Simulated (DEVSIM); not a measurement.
Structure: W/SiO2/p-GaAs capacitor, at 300 K.

```csv
layer (left to right),material,thickness (nm),Na (cm⁻³)
1,SiO2,5.30,-
2,GaAs,1400,2e17
```

Metal gate on the left, work function 4.6 eV. Fixed charge at the semiconductor interface 0 cm⁻² (in units of +e); no interface traps.

The device is made up for the run: typed textbook-type constants, with dimensions and the other settings drawn at random. Values at 300 K.

```csv
parameter,SiO2,GaAs
gap (eV),9,1.424
affinity (eV),0.9,4.07
permittivity,3.9,12.9
Nc (cm⁻³),-,4.7e17
Nv (cm⁻³),-,9e18
```

Simulated with DEVSIM: 1D Poisson equation in equilibrium, Boltzmann statistics, complete ionisation; no quantum confinement or tunnelling. Metal contacts follow the ideal Schottky-Mott rule: no Fermi-level pinning, no interface dipoles.

Q: Tabulate band edges, carrier densities and field at 0.4 V on the gate.

A: Energies count from the Fermi level of the right contact; mesh points crowd at the junctions.

```
x (μm)     Ec (eV)  Ev (eV)  n (cm⁻³)  p (cm⁻³)  field (V/cm)
---------  -------  -------  --------  --------  ------------
0.000        3.300   -5.700     < 1e2     < 1e2        700000
0.0009610    3.367   -5.633     < 1e2     < 1e2        700000
0.002442     3.471   -5.529     < 1e2     < 1e2        700000
0.003948     3.577   -5.423     < 1e2     < 1e2        700000
0.005300     0.501   -0.923     1.8e9      2800        390000
0.006503     0.526   -0.898     6.8e8      7400        210000
0.008792     0.573   -0.851     1.1e8     46000        200000
0.01574      0.707   -0.717    630000   8000000        180000
0.02698      0.894   -0.530       450    1.1e10        150000
0.05063      1.172   -0.252     < 1e2    5.3e14         85000
0.09561      1.322   -0.102     < 1e2    1.7e17          3700
0.2323       1.326   -0.098     < 1e2    2.0e17           ≈ 0
0.4685       1.326   -0.098     < 1e2    2.0e17           ≈ 0
0.8532       1.326   -0.098     < 1e2    2.0e17           ≈ 0
1.185        1.326   -0.098     < 1e2    2.0e17           ≈ 0
1.294        1.326   -0.098     < 1e2    2.0e17           ≈ 0
1.351        1.326   -0.098     < 1e2    2.0e17           ≈ 0
1.378        1.326   -0.098     < 1e2    2.0e17           ≈ 0
1.395        1.326   -0.098     < 1e2    2.0e17           ≈ 0
1.401        1.326   -0.098     < 1e2    2.0e17           ≈ 0
1.404        1.326   -0.098     < 1e2    2.0e17           ≈ 0
1.405        1.326   -0.098     < 1e2    2.0e17           ≈ 0
```
